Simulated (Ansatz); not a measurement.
Functionals compared on the (100) surface of cubic BaZrO3 in its 1x1 cell (cut with top plane Ba + O, bottom plane Ba + O), relaxed from an ideal cut (the real face may reconstruct), outermost plane spacing 2.11 Å in the ideal cut (one of several cuts of this face), with 1 Ba, 1 O a cell over the bulk's ratio, in Ansatz (plane waves, PAW). The structure was relaxed with PBE; the other rows are single points on it, each with its references at the same level. Cutoff 420 eV (500 eV for r2SCAN). HSE06 used the coarser mesh 4x4x1.

Slab: 17 atoms, Ba4O10Zr3, 12.7 Å thick at the start; k 6x6x1, smearing 0.025 eV, dipole-corrected; all atoms relaxed; symmetry of the start imposed; no spin, no spin-orbit, no U. These notes are the PBE run's.

A dash marks a value that is undefined for that row or was read on another mesh.

| functional | ionisation potential (eV) | gap of the slab on its k-mesh (eV) | highest filled level below the top vacuum level (eV) | rough cost of the single point |
|---|---|---|---|---|
| PBE | 4.02 | 2.99 | 3.90 | – |
| LDA | 4.38 | 3.03 | 4.26 | about 60 core-seconds (a rough figure) |
| PBEsol | ? | ? | ? | around 60 core-seconds (rough) |
| RPBE | 3.87 | 2.78 | 3.74 | roughly 60 core-seconds |
| r2SCAN | 4.21 | 3.55 | 4.08 | around 90 core-seconds (rough) |
| HSE06 | 4.86 | – | – | very roughly 11 core-minutes |

Fill in the missing entries.


- PBEsol, ionisation potential (eV): 4.08
- PBEsol, gap of the slab on its k-mesh (eV): 3.06
- PBEsol, highest filled level below the top vacuum level (eV): 3.97

Ansatz is a quantum-chemistry and plane-wave program.
